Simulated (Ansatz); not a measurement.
The starting structures come from a database of crystals and need not be the phases stable at ambient conditions.

The decay constant κ of evanescent states in the gap governs leakage through a thin film.

Data:

```
CELL_PARAMETERS angstrom
      4.66337     0.00000     0.00000
      0.00000     4.67774     0.00000
      0.00767     0.00000     6.54862
ATOMIC_POSITIONS crystal
  K  0.24981 0.25000 0.75012
  K  0.75019 0.75000 0.24988
  B  0.74951 0.75000 0.74996
  B  0.25049 0.25000 0.25004
  H  0.46517 0.25000 0.14212
  H  0.53483 0.75000 0.85788
  H  0.25045 0.03641 0.35808
  H  0.74955 0.96359 0.64192
  H  0.74955 0.53641 0.64192
  H  0.25045 0.46359 0.35808
  H  0.03603 0.25000 0.14223
  H  0.96397 0.75000 0.85777
```

Space group of this cell: P2_1/m. The cell is taken as given.

Transport runs along the normal of the first two printed cell vectors.

The gap is the functional's own, uncorrected, and κ follows it; spin-orbit coupling is left out. Mid-gap values are interpolated between the computed energies.

Question: Give the band gap and the smallest decay constant κ at mid-gap that PBEsol in Ansatz (a first-principles code) yields.

Answer: Gap 5.87 eV on a 8×6×6 mesh; κ = 0.530 1/Å, at (0.500, 0.500) of the in-plane reciprocal vectors. At the zone centre, at the nearest computed energy, the slowest state has κ = 0.55 1/Å.
